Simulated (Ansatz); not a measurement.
Start from MoS₂ in the 3R-MoS2 type structure (space group R3m, No. 160; a = 3.116 Å, c = 17.356 Å (hexagonal axes); layered, stacked along the Cartesian z axis).

Levels (all Ansatz, a first-principles code, PAW): PBEsol-D3(BJ) (420 eV, spin-orbit coupling left out); r2SCAN (500 eV, no SOC).

The geometry is relaxed with PBEsol-D3(BJ).

- PBEsol-D3(BJ) smallest direct gap = 1.87 eV
- PBEsol-D3(BJ) hole mass = 1.1 mₑ along k, 0.46 mₑ across (at T)
- PBEsol-D3(BJ) gap character = indirect, T → Γ–S₀ (56 % along)
- PBEsol-D3(BJ) band gap = 0.50 eV

With r2SCAN at the same geometry, the smallest direct gap goes up by 0.114 eV (1.87 eV → 1.99 eV); the hole mass becomes 1.0 mₑ along k, 0.45 mₑ across (at T) (PBEsol-D3(BJ): 1.1 mₑ along k, 0.46 mₑ across (at T)); the gap character is still indirect, T → Γ–S₀ (56 % along); the band gap increases by 0.15 eV to 0.65 eV.

Single points use the geometry relaxed with PBEsol-D3(BJ). Masses are band curvatures over ±0.01 Å⁻¹ around the edge. Along k means along the line from Γ to the band edge. Stability against distortions was not tested.
